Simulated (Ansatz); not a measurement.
For CsCl-type CuZn, revPBE (Ansatz, an electronic-structure program, PAW) gives:

lattice parameter a: 2.991 Å
bulk modulus B0: 104 GPa
cohesive energy: 2.04 eV/atom

Question: What does r²SCAN-D4 (Ansatz, plane waves, PAW) give for the same quantities?

Answer: 
- lattice constant a: 2.907 Å (falls by 2.8 %)
- bulk modulus: 140 GPa (rises by 35 %)
- cohesive energy: 2.95 eV/atom (increases by 0.91 eV/atom)

For comparison: lattice constant a 2.958 Å (measured, temperature not stated, not corrected to a static lattice; as tabulated in First-Principles Study on the Electrical and Thermal Conductivities of Cu–Zn …); bulk modulus 116 GPa (measured, temperature not stated, no zero-point or thermal correction; as tabulated in Nepal et al. (2020), arXiv:2007.11150).

Changes are worked out from the printed values.

Unless a cell is named, each level is at its own relaxed cell (revPBE 13.38, r²SCAN-D4 12.28 Å³/atom).

Ansatz's density-functional and Hartree–Fock values are scalar-relativistic unless marked +SOC, with PAW data made under PBE.
